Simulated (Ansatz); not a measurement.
hcp Gd, treated with BLYP (PAW; Ansatz, a quantum-chemistry and plane-wave program).

Settings: plane-wave cutoff 520 eV, 18×18×10 k mesh (along the axes of the cell as run), Fermi–Dirac smearing 0.05 eV, spin-polarised with parallel moments, scalar-relativistic PAW data made under PBE.

Cell (measured lattice):

```
CELL_PARAMETERS angstrom
      1.81685    -3.14688     0.00000
      1.81685     3.14688     0.00000
      0.00000     0.00000     5.78210
ATOMIC_POSITIONS crystal
  Gd 0.33333 0.66667 0.25000
  Gd 0.66667 0.33333 0.75000
```
Starting moments (μB, in the order of the record's atoms Gd Gd): 7.0 7.0.

What does this level give for the magnetic moment per atom (the cell's total over its atoms)?


* **magnetic moment per atom (the cell's total over its atoms)**: 7.44 μB

The run finds no gap.

Note: the 4f shell is treated without U or exact exchange, so its levels and filling can be wrong; the collinear magnetic order is the start's and need not be the measured one; cell and atoms aren't relaxed at this level (pressure 1.8 GPa).

Moments are spin moments.

Spin–orbit coupling is not included.

Computed values are for the static lattice.

Cost on a shared machine: around 110 core-seconds (rough).
